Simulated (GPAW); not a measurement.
Input and output of a self-consistent single point for ZrScVNi₃ (R3m, 6 atoms in the cell) (GPAW).

Method of the run: PBEsol, GPAW PAW datasets PBEsol (made by gpaw-setup) (plane waves; GPAW).

```
ZrScVNi3
1.0
    2.54001     1.46648     3.92295
   -2.54001     1.46648     3.92295
    0.00000    -2.93296     3.92295
Zr Sc V Ni
1 1 1 3
Direct
  0.99438   0.99438   0.99438
  0.25357   0.25357   0.25357
  0.62611   0.62611   0.62611
  0.62486   0.12620   0.62486
  0.62486   0.62486   0.12620
  0.12620   0.62486   0.62486
```
Moments meant for the start (each program seeds them in its own way; μB, in the order of the atoms Zr Sc V Ni Ni Ni): 0.0 0.0 2.0 2.0 2.0 2.0.

Reference input (self-consistent single point, DFT LDA (Perdew-Wang 92), plane waves, GPAW PAW datasets LDA (gpaw-data 1.0.1)): spinpol = true; mode = pw; ecut = 850 eV; xc = LDA; kpts = 4 4 4; mesh shift (steps) = 0 0 0; occupations.name = methfessel-paxton; occupations.width = 0.05 eV; occupations.order = 0; nbands = -14; convergence.forces = 0.001 eV/Å; symmetry.symmorphic = false. This run's input differs from it in these lines:

```diff
@@ -20,3 +20,3 @@
             mode=PW(850),
-            xc='LDA',
+            xc='PBEsol',
             kpts={'size': (4, 4, 4), 'gamma': True},
```

Its files differ too (potentials: GPAW PAW datasets PBEsol (made by gpaw-setup)).

Output (repeated stretches shortened):

```
     iter     time        total  log10-change:         magmom
                         energy   eigst   dens  force
iter:   1 --:--:--   -47.572882                          +8.0168
iter:   2 --:--:--   -48.462559   -0.21  -1.56           +4.6194
iter:   3 --:--:--   -48.448239   -0.83  -1.57           +1.6941
iter:   4 --:--:--   -48.333334   -1.47  -1.60           +1.3843
iter:   5 --:--:--   -48.081619   -1.47  -1.76           +1.0164
iter:   6 --:--:--   -48.098298   -2.27  -2.08           +0.8802
iter:   7 --:--:--   -48.298063   -2.05  -2.14           +0.6065
iter:   8 --:--:--   -48.174138   -2.06  -2.10           +0.6980
   [... lines left out ...]
iter:  16 --:--:--   -48.154731c  -6.25  -3.77           +0.6717
iter:  17 --:--:--   -48.154717c  -6.25  -3.80           +0.6720
iter:  18 --:--:--   -48.154718c  -6.68  -3.88           +0.6721
iter:  19 --:--:--   -48.154717c  -6.33  -3.93           +0.6722
iter:  20 --:--:--   -48.154716c  -7.49c -4.40c          +0.6722
iter:  21 --:--:--   -48.154717c  -6.94  -4.48c          +0.6722
iter:  22 --:--:--   -48.154718c  -7.92c -4.76c -2.09    +0.6721
iter:  23 --:--:--   -48.154718c  -7.83c -4.87c -2.97    +0.6720
iter:  24 --:--:--   -48.154718c  -8.64c -5.36c -3.76c   +0.6720
Converged after 24 iterations.

Dipole moment: (-0.000000, 0.000001, -11.887886) |e|*Ang

Total magnetic moment: (0.000000, 0.000000, 0.671991)
Local magnetic moments:
   0 Zr ( 0.000000,  0.000000,  0.027083)
   1 Sc ( 0.000000,  0.000000,  0.012424)
   2 V  ( 0.000000,  0.000000,  0.323853)
   3 Ni ( 0.000000,  0.000000,  0.078875)
   4 Ni ( 0.000000,  0.000000,  0.078875)
   5 Ni ( 0.000000,  0.000000,  0.078875)

Energy contributions relative to reference atoms: (reference = -268392.451540)

Kinetic:         +1.355292
Potential:       -0.381802
External:        +0.000000
XC:             -50.037589
Entropy (-ST):   -0.007951
Local:           +0.913356
SIC:             +0.000000
--------------------------
Free energy:    -48.158693
Extrapolated:   -48.154718

Spin contamination: 0.020615 electrons
Showing only first 2 kpts
   [... lines left out ...]
Fermi level: 8.85231
No gap
   [... lines left out ...]
  0 Zr    0.00000   -0.00000    0.04552
  1 Sc    0.00000    0.00000   -0.01731
  2 V     0.00000   -0.00000    0.01904
  3 Ni    0.02453   -0.01416   -0.01589
  4 Ni    0.00000    0.02832   -0.01589
  5 Ni   -0.02453   -0.01416   -0.01589

Stress tensor:
     0.039306     0.000000     0.000000
     0.000000     0.039306     0.000000
     0.000000     0.000000     0.025633
Stress (GPa, Voigt): [6.2975 6.2975 4.1069 0.     0.     0.    ]
```

The run converged in 24 iterations. GPAW prints stress with tension positive. Against the reference run the pressure goes from -11.09 to -5.57 GPa, the largest force goes from 0.037 to 0.046 eV/Å and the size of the net moment hardly changes (0.10 to 0.11 μB/atom).

The starting cell comes from a database of computed structures (which also holds hypothetical and non-ambient phases and stackings), without a prior relaxation at this level. The moments shrank to a small part of their start, a low-spin state that need not be the lowest. With a pressure of about -6 GPa the cell is away from its equilibrium volume at this level.

Cost on one core of a shared machine: roughly 3 min.
